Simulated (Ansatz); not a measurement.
**TiGe2: Ge → Hg**

Consider TiGe2 (space group Fddd, No. 70; a = 4.994 Å, b = 8.524 Å, c = 8.731 Å).

Now apply this change: full substitution Ge → Hg, then cell and atoms are relaxed.

Calculations: Kohn–Sham DFT with the PBEsol functional, run in Ansatz (a quantum-chemistry and plane-wave program) with PAW and 420 eV plane waves, no spin-orbit coupling, earlier PAW set. k-mesh 12×12×12 (Γ-centred); smearing 0.05 eV (Fermi–Dirac).

| quantity | base | changed | shift |
|---|---|---|---|
| density | 6.90 g/cm³ | 12.93 g/cm³ | +6.03 g/cm³ |
| space group | Fddd (No. 70) | Fddd (No. 70) | – |
| shortest interatomic distance | 2.609 Å | 2.846 Å | +0.237 Å |
| band gap | zero | zero | – |

Final structure:

```yaml
crystal:
  lattice:
    - [0.00000, 4.28543, 5.27594]
    - [2.55059, 0.00000, 5.27594]
    - [2.55059, 4.28543, 0.00000]
  atoms:
    - { symbol: Ti, position: [0.75000, 0.75000, 0.75000] }
    - { symbol: Ti, position: [0.50000, 0.50000, 0.50000] }
    - { symbol: Hg, position: [0.08201, 0.41799, 0.08201] }
    - { symbol: Hg, position: [0.41799, 0.08201, 0.41799] }
    - { symbol: Hg, position: [0.16799, 0.83201, 0.16799] }
    - { symbol: Hg, position: [0.83201, 0.16799, 0.83201] }
```

Cost of the whole job for the changed cell (relaxation, final SCF and bands): roughly 20 core-minutes.

Stability against distortions was not tested. As relaxed here, TiHg2 is a hypothetical phase, not in the database extracts checked. The final runs are not spin-polarised. TiHg2 has a high density of states at the Fermi level and may be magnetic at this level.
